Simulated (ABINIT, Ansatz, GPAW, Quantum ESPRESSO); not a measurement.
**One structure in several programs: HgPt3 (Cmmm, 4 atoms in the cell)**

Self-consistent single point.

```
HgPt3
1.0
    2.98345    -4.06675     0.00000
    2.98345     4.06675     0.00000
    0.00000     0.00000     2.97454
Hg Pt
1 3
Cartesian
  0.00000   0.00000   0.00000
  2.98345   0.00000   0.00000
  1.49173   2.03337   1.48727
  1.49173  -2.03337   1.48727
```

All programs got the same cell, k-point mesh and kind of occupations (in Ansatz's words: kpoints.mp_grid.grid = 6 6 9; scf.occupations.method = gaussian; scf.occupations.width = 0.2 eV); potentials, basis and cutoffs are each program's usual ones.

| code | model | pressure (GPa) | cutoff |
|---|---|---|---|
| Ansatz | LDA (PW92), PAW files made with PBE | -23.88 | default |
| ABINIT | LDA (PW92), PAW (JTH v2.0 LDA PAW) | -23.73 | 571 eV |
| Quantum ESPRESSO | LDA (PZ), GBRV 1.5 ultrasoft (LDA) pseudopotentials | -24.54 | 40 Ry |
| GPAW | LDA (Perdew-Wang 92), GPAW PAW datasets LDA (gpaw-data 1.0.1) | -23.46 | 550 eV |

The spread over the programs that give each value: pressure within 1.08 GPa.

The starting cell comes from a database of computed structures (which also holds hypothetical and non-ambient phases and stackings), without a prior relaxation at this level. Its lattice was rescaled by a random factor within 2.5 % of one. On Ansatz's run: Spin-orbit coupling is off. Spin polarisation is off. In the base run, with a pressure of about -24 GPa the cell is away from its equilibrium volume at this level.

### Question
Why do the programs differ, and what cannot be compared?

### Answer
Differences of this kind can come from the potentials, where these differ, and from what each basis and cutoff leave unconverged. The valence holds different numbers of electrons (Ansatz (a first-principles code) 74, ABINIT 42, Quantum ESPRESSO 60, GPAW 66). The zero of total energies and Fermi levels follows the potentials and each program's conventions, so they are not compared here. Ansatz's pressure is given at a fixed set of plane waves, as the other plane-wave codes print theirs; with its correction for the finite basis it is -23.84 GPa. The same LDA comes in different parametrisations, which differ slightly.

Keys are those of Ansatz 0.2.
